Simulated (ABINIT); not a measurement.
ABINIT run on CsRb2ScF6 (P1, 10 atoms in the cell): self-consistent single point.

Computed with LDA (PW92), norm-conserving pseudopotentials (PseudoDojo nc-sr-04 LDA standard) (plane waves; ABINIT 10.0.3).

```yaml
crystal:
  lattice:
    - [0.00000, 4.84296, 4.84296]
    - [4.84296, 0.00000, 4.84296]
    - [4.84296, 4.84296, 0.00000]
  atoms:
    - { symbol: Cs, position: [0.49803, 0.49760, 0.48228] }
    - { symbol: Rb, position: [0.74027, 0.76228, 0.75899] }
    - { symbol: Rb, position: [0.24148, 0.26236, 0.26946] }
    - { symbol: Sc, position: [0.98962, 0.98120, 0.00611] }
    - { symbol: F, position: [0.79011, 0.21097, 0.20081] }
    - { symbol: F, position: [0.20086, 0.80832, 0.78603] }
    - { symbol: F, position: [0.21933, 0.78630, 0.19997] }
    - { symbol: F, position: [0.79869, 0.20894, 0.78583] }
    - { symbol: F, position: [0.23927, 0.19558, 0.77503] }
    - { symbol: F, position: [0.78233, 0.78644, 0.23550] }
```

Reference input (self-consistent single point, DFT, LDA (PW92), plane waves, norm-conserving pseudopotentials (PseudoDojo nc-sr-04 LDA standard)): pseudos = [Cs.upf, Rb.upf, Sc.upf, F.upf]; ecut = 42 Ha; occopt = 7; tsmear = 0.00036749 Ha; ngkpt = 3 3 3; nshiftk = 1; shiftk = 0 0 0; potentials = PseudoDojo nc-sr-04 LDA standard; nband = 51; kptopt = 1; nstep = 60; tolvrs = 1e-11. This run's input differs from it in these lines:

```diff
@@ -24,3 +24,3 @@
       Angstrom
-ecut 42
+ecut 29
 occopt 7
```

Output, abridged:

```
--- !BeginCycle
solver: {iscf: 7, nstep: 60, nline: 4, wfoptalg: 0, }
tolerances: {tolvrs: 1.00E-11, }
...

     iter   Etot(hartree)      deltaE(h)  residm     vres2
 ETOT  1  -273.36655313095    -2.734E+02 2.012E-01 1.355E+03
 ETOT  2  -273.85314345371    -4.866E-01 2.887E-02 4.957E+02
 ETOT  3  -274.03590115174    -1.828E-01 1.518E-02 1.794E+02
 ETOT  4  -274.06738730909    -3.149E-02 1.081E-02 1.012E+01
 ETOT  5  -274.06851828492    -1.131E-03 1.585E-03 2.590E+00
   [... 12 lines left out ...]
 ETOT 18  -274.06933723974     9.663E-13 4.226E-04 3.910E-10
 ETOT 19  -274.06933723974    -1.705E-13 3.712E-04 1.037E-10
 ETOT 20  -274.06933723974     1.251E-12 3.766E-04 1.890E-11
 ETOT 21  -274.06933723974    -1.648E-12 3.196E-04 4.804E-12
 At SCF step   21       vres2   =  4.80E-12 < tolvrs=  1.00E-11 =>converged.

 Cartesian components of stress tensor (hartree/bohr^3)
  sigma(1 1)=  4.19295090E-04  sigma(3 2)= -5.72817394E-07
  sigma(2 2)=  4.55310569E-04  sigma(3 1)= -1.62235844E-05
  sigma(3 3)=  4.56481279E-04  sigma(2 1)= -2.94976126E-06

 ----iterations are completed or convergence reached----

 reduced coordinates (array xred) for   10 atoms
       0.498028999992      0.497603000004      0.482278000004
       0.740271999996      0.762283000004      0.758985000000
       0.241481999996      0.262356000008      0.269456999996
       0.989625000000      0.981203000004      0.006113000004
       0.790105999998      0.210970999998      0.200812000006
       0.200862999994      0.808324000002      0.786029000002
   [... lines left out ...]
 Fermi (or HOMO) energy (hartree) =   0.03458   Average Vxc (hartree)=  -0.31703
   [... lines left out ...]
total_energy        : -2.74069337239738E+02
total_energy_eV     : -7.45780593988630E+03
band_energy         : -3.22641802494223E+01
...

-Cartesian components of stress tensor (GPa)         [Pressure= -1.3054E+01 GPa]
- sigma(1 1)=  1.23360854E+01  sigma(3 2)= -1.68528667E-02
- sigma(2 2)=  1.33956972E+01  sigma(3 1)= -4.77314253E-01
- sigma(3 3)=  1.34301406E+01  sigma(2 1)= -8.67849579E-02

 Calculation completed.
```

The run converged in 21 iterations. Against the reference run the free energy rises by 182 meV/atom, the pressure goes from -3.63 to -13.05 GPa, the largest force goes from 2.264 to 2.229 eV/Å and the gap on the mesh hardly changes (5.010 to 5.016 eV).

The starting cell comes from a database of computed structures (which also holds hypothetical and non-ambient phases and stackings), without a prior relaxation at this level. Its atoms were displaced at random from the sites of space group no. 225. Forces in this geometry exceed 1 eV/Å. At the lowered cutoff the pressure carries the error of an incomplete plane-wave basis.

Cost on one core of a shared machine: roughly 10 min.
